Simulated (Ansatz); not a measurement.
How far to go with the k-point mesh: a (001) slab of Ta2H (cut from a parent of space group no. 21; 6 atoms in the cell)

```yaml
crystal:
  lattice:
    - [2.94449, 0.00000, 0.00000]
    - [-3.85822, 2.79913, 0.00000]
    - [0.00000, 0.00000, 21.31288]
  atoms:
    - { symbol: H, position: [0.00000, 0.00000, 0.38781] }
    - { symbol: H, position: [0.00000, 0.00000, 0.61220] }
    - { symbol: Ta, position: [0.50000, 0.50000, 0.44717] }
    - { symbol: Ta, position: [0.50000, 0.00000, 0.32844] }
    - { symbol: Ta, position: [0.50000, 0.50000, 0.67156] }
    - { symbol: Ta, position: [0.50000, 0.00000, 0.55283] }
```

Level of theory: LDA (PW92), default PAW files made with PBE (plane waves; Ansatz, a first-principles code).

Base settings: basis.ecutwfc = 30.9 Ry; kpoints.mp_grid.grid = 12 12 1; hamiltonian.xc = lda; hamiltonian.pseudopotentials = {kind: paw} (the program's default PAW files); scf.occupations.method = fermi_dirac; scf.occupations.width = 0.0073 Ry.

Only quantities that move along the ladder and can be compared are tabulated.

The count of work is k-points × plane waves × bands × iterations; it is no time. Core times come from one kind of shared machine, to one figure; runs under 30 s give none.

The starting cell comes from a database of computed structures (which also holds hypothetical and non-ambient phases and stackings), without a prior relaxation at this level. The slab is cut from that crystal, and its faces are unrelaxed. Its lattice was rescaled by up to half a per cent. Spin polarisation is off. In the base run, forces exceed 1 eV/Å.

Steps (kpoints.mp_grid.grid): 4 4 1; 5 5 1; 6 6 1; 7 7 1; 9 9 1; 10 10 1; 12 12 1; 14 14 1; 16 16 1; 19 19 1; 22 22 1; 26 26 1; 30 30 1; 35 35 1; 41 41 1; 48 48 1.

### Question
What is the coarsest kpoints.mp_grid.grid that holds the forces within 0.01 eV/Å of the last step, with all finer ones?

### Answer
12 12 1, at 0.072 of the last step's count of work; the step before is off by 0.024 eV/Å.

### Question
What is the coarsest kpoints.mp_grid.grid that holds the free energy within 0.5 meV/atom of the last step, with all finer ones?

### Answer
12 12 1, at 0.072 of the last step's count of work; the step before is off by 1.2 meV/atom.

| kpoints.mp_grid.grid | free energy less the last step's (meV/atom) | largest difference of a force vector from the last step's (eV/Å) | count of work / last | core time / last (rough) |
|---|---|---|---|---|
| 4 4 1 | 36.19 | 0.232 | 0.012 | – |
| 5 5 1 | 13.29 | 0.053 | 0.017 | – |
| 6 6 1 | -8.20 | 0.020 | 0.022 | – |
| 7 7 1 | -4.61 | 0.032 | 0.030 | – |
| 9 9 1 | 0.45 | 0.033 | 0.042 | – |
| 10 10 1 | -1.19 | 0.024 | 0.059 | – |
| 12 12 1 | -0.38 | 0.008 | 0.072 | – |
| 14 14 1 | 0.27 | 0.004 | 0.11 | – |
| 16 16 1 | -0.09 | 0.002 | 0.14 | 0.1 |
| 19 19 1 | 0.04 | 0.003 | 0.17 | 0.1 |
| 22 22 1 | 0.04 | 0.001 | 0.25 | 0.2 |
| 26 26 1 | 0.00 | 0.001 | 0.30 | 0.3 |
| 30 30 1 | 0.00 | 0.000 | 0.40 | 0.2 |
| 35 35 1 | 0.00 | 0.000 | 0.62 | 0.5 |
| 41 41 1 | 0.00 | 0.000 | 0.73 | 0.7 |
| 48 48 1 | 0.00 | 0.000 | 1.0 | 1 |

Keys are those of Ansatz 0.2.
